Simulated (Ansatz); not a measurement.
Results of PBEsol-D3(BJ) in Ansatz (plane waves, PAW) for MgZn2 (P6₃/mmc, No. 194).

Run with plane-wave cutoff 520 eV, 12×12×8 k mesh (along the axes of the cell as run), Fermi–Dirac smearing 0.05 eV, scalar-relativistic PAW data made under PBE.

Cell (relaxed at this level):

```yaml
crystal:
  lattice:
    - [2.51935, -4.36364, 0.00000]
    - [2.51935, 4.36364, 0.00000]
    - [0.00000, 0.00000, 8.24485]
  atoms:
    - { symbol: Mg, position: [0.33333, 0.66667, 0.06259] }
    - { symbol: Mg, position: [0.66667, 0.33333, 0.56259] }
    - { symbol: Mg, position: [0.66667, 0.33333, 0.93741] }
    - { symbol: Mg, position: [0.33333, 0.66667, 0.43741] }
    - { symbol: Zn, position: [0.00000, 0.00000, 0.00000] }
    - { symbol: Zn, position: [0.00000, 0.00000, 0.50000] }
    - { symbol: Zn, position: [0.83051, 0.16949, 0.25000] }
    - { symbol: Zn, position: [0.66101, 0.83051, 0.75000] }
    - { symbol: Zn, position: [0.83051, 0.66101, 0.25000] }
    - { symbol: Zn, position: [0.16949, 0.83051, 0.75000] }
    - { symbol: Zn, position: [0.33899, 0.16949, 0.25000] }
    - { symbol: Zn, position: [0.16949, 0.33899, 0.75000] }
```

Problem. Predict the bulk modulus B0 and pressure derivative B′ of the bulk modulus.

Solution. 
* **bulk modulus B0**: 84.2 GPa
* **pressure derivative B′ of the bulk modulus**: 4.8

The run finds no gap.

Note: the volume lies 10 % below that of the published cell; the bulk modulus comes from volumes at which shape and atoms were relaxed.

Static lattice: no zero-point or thermal effects.

It cost very roughly 23 core-minutes of CPU time.

Ansatz is an electronic-structure program.
